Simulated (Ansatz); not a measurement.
**Hypothetical Fm-3m MoTe2: response to strain**

Start from MoTe₂ (space group Fm-3m, No. 225; a = 6.662 Å; a hypothetical phase, not in the database extracts checked; relaxed with 0.1 eV smearing). Axes: x, y, z lie along the cube axes.

Strains are applied to the cell and any free atomic positions relax; under biaxial strain the out-of-plane vector relaxes too; under stress the whole cell relaxes.

Calculations: PBE in Ansatz (plane waves to 420 eV, PAW, spin-orbit coupling left out).

Notes on the quantities. pressure: mean of the normal stresses, compression positive.

```tsv
variant	pressure	space group	shortest interatomic distance
base	0.0 GPa	Fm-3m (No. 225)	2.885 Å
biaxial strain −1.06 %, plane normal [001], relaxed out of plane	0.8 GPa	I4/mmm (No. 139)	2.877 Å
biaxial strain −0.74 %, plane normal [001], relaxed out of plane	0.5 GPa	I4/mmm (No. 139)	2.879 Å
biaxial strain −4.15 %, plane normal [110], relaxed out of plane	3.6 GPa	Immm (No. 71)	2.794 Å
biaxial strain +2.47 %, plane normal [111], relaxed out of plane	-1.0 GPa	R-3m (No. 166)	2.833 Å
isotropic strain +2.56 %	-5.6 GPa	Fm-3m (No. 225)	2.959 Å
uniaxial strain ε_yy = +0.20 %	-0.2 GPa	I4/mmm (No. 139)	2.887 Å
tensor shear ε_yz = −1.99 %	0.0 GPa	Immm (No. 71)	2.862 Å
uniaxial stress, 2 GPa tension along x	–	I4/mmm (No. 139)	2.893 Å
```

Beyond what the load breaks, stability against distortions was not tested. The final runs are not spin-polarised. MoTe2 has a high density of states at the Fermi level and may be magnetic at this level.

Ansatz is a first-principles code.
